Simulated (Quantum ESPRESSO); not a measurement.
Worked example: self-consistent single point of TiO (P1, 2 atoms in the cell) in Quantum ESPRESSO.

Method: PBEsol, SSSP 1.1.2 efficiency (PBE) pseudopotentials (plane waves; Quantum ESPRESSO 7.5).

The change in words: lattice scaled by 0.98. Reference geometry:
```
CELL_PARAMETERS angstrom
      2.81016     0.00000     0.00000
     -1.40508     2.43367     0.00000
      0.00000     0.00000     2.82385
ATOMIC_POSITIONS crystal
  Ti 0.67449 0.34185 0.99254
  O  0.99218 0.99149 0.50746
```

Reference input (self-consistent single point, DFT, PBEsol, plane waves, SSSP 1.1.2 efficiency (PBE) pseudopotentials): ecutwfc = 55 Ry; ecutrho = 440 Ry; occupations = smearing; smearing = fd; degauss = 0.0073499 Ry; input_dft = pbesol; potentials = {Ti: ti_pbe_v1.4.uspp.F.UPF, O: O.pbe-n-kjpaw_psl.0.1.UPF}; K_POINTS = automatic 11 11 10 0 0 0; conv_thr = 1e-11 Ry; mixing_beta = 0.5. This run's input differs from it in these lines:

```diff
@@ -32,5 +32,5 @@
 CELL_PARAMETERS {angstrom}
-   2.810160000     0.000000000     0.000000000
-  -1.405080000     2.433670000     0.000000000
-   0.000000000     0.000000000     2.823850000
+   2.753957000     0.000000000     0.000000000
+  -1.376978000     2.384997000     0.000000000
+   0.000000000     0.000000000     2.767373000
```

The program printed (abridged):

```
     Self-consistent Calculation

     iteration #  1     ecut=    55.00 Ry     beta= 0.50

     Threshold (ethr) on eigenvalues was too large:
     Diagonalizing with lowered threshold

     negative rho (up, down):  1.371E-03 0.000E+00

     total energy              =    -160.44395510 Ry
     estimated scf accuracy    <       0.16569228 Ry

     iteration #  2     ecut=    55.00 Ry     beta= 0.50

     negative rho (up, down):  1.052E-03 0.000E+00

     total energy              =    -160.47014124 Ry
     estimated scf accuracy    <       0.02278727 Ry

     iteration #  3     ecut=    55.00 Ry     beta= 0.50

     negative rho (up, down):  9.484E-04 0.000E+00

     total energy              =    -160.47594907 Ry
     estimated scf accuracy    <       0.00798813 Ry

   [... 7 blocks of this kind left out ...]

     iteration # 11     ecut=    55.00 Ry     beta= 0.50

     negative rho (up, down):  7.737E-04 0.000E+00

     total energy              =    -160.47722293 Ry
     estimated scf accuracy    <          2.9E-11 Ry

     iteration # 12     ecut=    55.00 Ry     beta= 0.50

     negative rho (up, down):  7.737E-04 0.000E+00
     End of self-consistent calculation

     Number of k-points >= 100: set verbosity='high' to print the bands.

     the Fermi energy is    18.2084 ev

!    total energy              =    -160.47722293 Ry
     estimated scf accuracy    <          4.4E-14 Ry
     smearing contrib. (-TS)   =      -0.00024676 Ry
     internal energy E=F+TS    =    -160.47697617 Ry

     convergence has been achieved in  12 iterations

     negative rho (up, down):  7.737E-04 0.000E+00

     Forces acting on atoms (cartesian axes, Ry/au):

     atom    1 type  1   force =    -0.00786757   -0.01765355    0.02294298
     atom    2 type  2   force =     0.00786757    0.01765355   -0.02294298

     Total force =     0.042425     Total SCF correction =     0.000000

     negative rho (up, down):  7.737E-04 0.000E+00
          total   stress  (Ry/bohr**3)                   (kbar)     P=      103.67
   0.00064509  -0.00001684  -0.00002110           94.90       -2.48       -3.10
  -0.00001684   0.00074767  -0.00004946           -2.48      109.99       -7.28
  -0.00002110  -0.00004946   0.00072152           -3.10       -7.28      106.14

   JOB DONE.
```

The run converged in 12 iterations. Against the reference run the free energy goes up by 7.2 meV/atom, the pressure goes from -5.75 to 10.37 GPa and the largest force goes from 0.610 to 0.771 eV/Å.

The starting cell comes from a database of computed structures (which also holds hypothetical and non-ambient phases and stackings), without a prior relaxation at this level. Its atoms were displaced at random from the sites of space group no. 187. For this run, on top of that: lattice scaled by 0.98. Spin polarisation is off, so a magnetic state, if there is one, cannot be reached. With a pressure of about 10 GPa the cell is away from its equilibrium volume at this level.

Cost on one core of a shared machine: roughly 50 s.
